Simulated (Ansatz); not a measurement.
Functionals compared on the (100) surface of rock-salt MgO in its 1x1 cell (cut with top plane Mg + O, bottom plane Mg + O), outermost plane spacing 2.13 Å in the ideal cut, in Ansatz (plane waves, PAW). The structure was relaxed with PBE; the other rows are single points on it, each with its references at the same level. Cutoff 420 eV (500 eV for r2SCAN). Ionisation potential less electron affinity is the bulk band gap; PBE's edges come from a band calculation, the others move with the bulk's levels on the slab's mesh. HSE06 used the coarser mesh 5x5x1.

Slab: 12 atoms, Mg6O6, 10.6 Å thick at the start; k 8x8x1, smearing 0.025 eV, dipole-corrected; all atoms relaxed; held to the start's symmetry, so lower structures may exist; no spin, no spin-orbit, no U. These notes are the PBE run's.

A dash marks a value that is undefined for that row or was read on another mesh.

```tsv
functional	surface energy (J/m²)	ionisation potential (eV)	electron affinity (eV)	gap of the slab on its k-mesh (eV)	highest filled level below the top vacuum level (eV)	rough cost of the single point
PBE	0.88	5.20	0.74	3.60	5.22	–
LDA	1.24	5.56	1.19	3.61	5.58	very roughly 24 core-seconds
PBEsol	1.06	5.26	0.90	3.62	5.27	roughly 24 core-seconds
RPBE	0.69	5.04	0.46	3.58	5.05	around 23 core-seconds (rough)
r2SCAN	1.14	5.47	0.13	4.24	5.48	around 40 core-seconds (rough)
HSE06	(withheld)	(withheld)	(withheld)	–	–	very roughly 2.2 core-minutes
```

Problem. Complete the blanks.

Solution. 
- HSE06, surface energy (J/m²): 1.04
- HSE06, ionisation potential (eV): 6.13
- HSE06, electron affinity (eV): -0.05

Ansatz is a program for electronic structure.
